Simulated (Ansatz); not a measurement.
Here is the system:

```
CsPbBr3
1.0
    5.94254     0.00000     0.00000
    0.00000     5.94254     0.00000
    0.00000     0.00000     5.94254
Cs Pb Br
1 1 3
Direct
  0.00000   0.00000   0.00000
  0.50000   0.50000   0.50000
  0.50000   0.00000   0.50000
  0.00000   0.50000   0.50000
  0.50000   0.50000   0.00000
```

No spin polarisation.

Computed with PBEsol (Ansatz, a quantum-chemistry and plane-wave program; PAW; 420 eV plane waves; no spin-orbit coupling). k-mesh 6×6×6 (Γ-centred); smearing 0.05 eV (Fermi–Dirac).

Problem. What is the computed band gap?

Solution. 1.57 eV.

Problem. What is the computed pressure?

Solution. -0.71 GPa.

With Pb present, leaving out spin-orbit coupling can change the band edges. The cells carry an imposed strain or load. Stability against distortions was not tested. The cell was made from CsPbBr3 in the cubic perovskite structure (space group Pm-3m, No. 221) by this change: isotropic strain +1.20 %. Many cubic perovskites are stable only at high temperature; tilts and polar distortions were not tested. This is not the structure that CsPbBr3 has at room temperature and ambient pressure.
